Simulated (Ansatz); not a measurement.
Take ZrSe₂ in the CdI2 type structure (space group P-3m1, No. 164; a = 3.660 Å, c = 5.841 Å; layered, stacked along the Cartesian z axis; relaxed with 0.1 eV smearing) as the base.

The values are results of PBEsol-D3(BJ)/PAW in Ansatz (an electronic-structure program), spin-orbit coupling left out, not measurements.

Base values:

| Item | Result |
|---|---|
| Pressure | 0.0 GPa |
| Band gap | zero |

Modification: an isotropic linear strain of −0.50 %; the atoms relax in the strained cell.

**Question.** What happens to the pressure?

**Answer.** The pressure (mean of the normal stresses, compression positive) goes from zero to 0.7 GPa.

**Question.** What does the calculation give for the energy relative to the base after the change?

**Answer.** The energy increases by 0.8 meV/atom.

**Question.** Predict the new band gap.

**Answer.** The band gap is still zero.

**Question.** How does this affect the largest internal atomic displacement?

**Answer.** The largest internal atomic displacement is 0.014 Å.

No phonon test of stability was made. The final runs are not spin-polarised. A zero or small gap of ZrSe2 can be the functional's error rather than a property of the material.
